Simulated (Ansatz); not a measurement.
Here is the system:

```
YN
1.0
    0.00000     2.43774     2.43774
    2.43774     0.00000     2.43774
    2.43774     2.43774     0.00000
N Y
1 1
Direct
  0.00000   0.00000   0.00000
  0.50000   0.50000   0.50000
```

No spin polarisation.

All numbers come from PBEsol, PAW, 420 eV (Ansatz, a first-principles code; no SOC). Settings: 12×12×12 k-points, 0.05 eV Fermi–Dirac smearing.

Q: Predict the band gap and gap character.

A: The band gap is 0.10 eV and the gap character comes out as indirect, Γ → X.

Load acts through the strain it causes; cell and atoms are relaxed under it. Whether these cells are dynamically stable was not tested. The cell was made from YN in the rock salt structure (space group Fm-3m, No. 225) by this change: pressure −2 GPa. The zero or small gap of YN can change with the level of theory.
